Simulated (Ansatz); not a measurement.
**By hand: formation energy of O_i in Ag (fcc, Fm-3m)**

Consider the formation energy of O_i in Ag (fcc, Fm-3m). Reaction: 32 Ag (fcc) + 1/2 O2 (gas) → cell A.

A: a supercell of 32 sites of Ag (fcc, Fm-3m) with O off the lattice sites (6 Ag at 2.26 Å); spin state with PBE: run without spin.

Ansatz (an electronic-structure program) with PAW potentials; structures come from PBE relaxations, nuclei static, no net charge. Ansatz runs with its PAW set soft_1. Other levels take these structures. The lattices are those relaxed with PBE, so at other levels the solids can be strained, which adds to the spread. Larger cells are relaxed from a start prepared with the learned potential CHGNet, on a coarser mesh till forces fall under 0.03 eV/Å, which some starts already meet. A dispersion term (D3(BJ), or D4 for r2SCAN) was computed beside these levels and is taken off wherever the name lacks it. Space groups of crystals are read within 0.01 Å. Mesh and cell size may move defect energies by 0.1 eV or more. Cell A has symmetry Pm-3m within 0.02 Å and got no random move, so less symmetric positions, which may lie lower, weren't tried.

Total energies of the cells in eV, at zero smearing width. They compare only within one column; the weights balance every element.

```csv
cell,atoms,weight,PBE,LDA
A: Ag:O_i,33,+1,-243464.13255,-239213.00615
Ag (fcc),32,−1,-242899.68807,-238660.13021
O2 (gas),2,−1/2,-1129.95062,-1104.71534
```

PBE: (-243464.13255) − (-242899.68807) − 1/2 × (-1129.95062) = 0.531 eV.

LDA: (-239213.00615) − (-238660.13021) − 1/2 × (-1104.71534) = -0.518 eV.
